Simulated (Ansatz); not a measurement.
Consider BeS in the zinc blende structure (space group F-43m, No. 216; a = 4.876 Å). Axes: x, y, z lie along the cube axes.

Computed with PBE (Ansatz, a first-principles code), without spin-orbit coupling, earlier PAW set.

It is then changed as follows: every lattice vector is shortened by 0.90 %, atoms relaxed at fixed cell.

Q: Predict the stress tensor and what it implies for the stiffness.

A: Stress of the strained cell less that of the base (GPa, compression positive):
```
   2.65    0.00    0.00
   0.00    2.65    0.00
   0.00    0.00    2.65
```

Then B = −ΔP/(ΔV/V₀) with ΔV/V₀ = -0.0268 gives secant stiffness values (nonlinear terms included at this strain): B ≈ 99 GPa.

Stability against distortions was not tested.
